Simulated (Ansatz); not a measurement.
The starting structures come from a database of crystals and need not be the phases stable at ambient conditions.

By LDA and PBEsol, the system below comes out a metal.

Input:

```yaml
crystal:
  lattice:
    - [2.90561, 0.00000, 0.00000]
    - [0.00000, 2.90561, 0.00000]
    - [1.45280, -1.45280, 2.05457]
  atoms:
    - { symbol: Ti, position: [0.00000, 0.00000, 0.00000] }
```

Space group of this cell: Fm-3m, fcc (Cu type). The cell is taken as given; by PBEsol its mean pressure is -4.2 GPa.

The current runs along the normal of the first two printed vectors, the (001) plane. All runs by Ansatz (a first-principles code), plane waves and PAW, without spin-orbit coupling; the base is PBEsol.

```tsv
run	mean pressure (GPa)	G/A, both spins (10¹⁵ S/m²)
base	-4.2	1.30
all lengths scaled by 0.98	2.6	1.37
all lengths scaled by 1.02	-9.5	?
lda in place of pbesol	-8.4	?
lengths across the current scaled by 0.98, ions clamped	0.2	1.39
lengths across the current scaled by 1.02, ions clamped	-7.8	1.23
lengths along the current scaled by 0.97, ions clamped	-1.0	1.32
lengths along the current scaled by 1.03, ions clamped	-7.0	?
```

**Question.** Some entries are withheld; supply them.

**Answer.** 
- all lengths scaled by 1.02, G/A, both spins (10¹⁵ S/m²): 1.20
- lda in place of pbesol, G/A, both spins (10¹⁵ S/m²): 1.31
- lengths along the current scaled by 1.03, ions clamped, G/A, both spins (10¹⁵ S/m²): 1.27
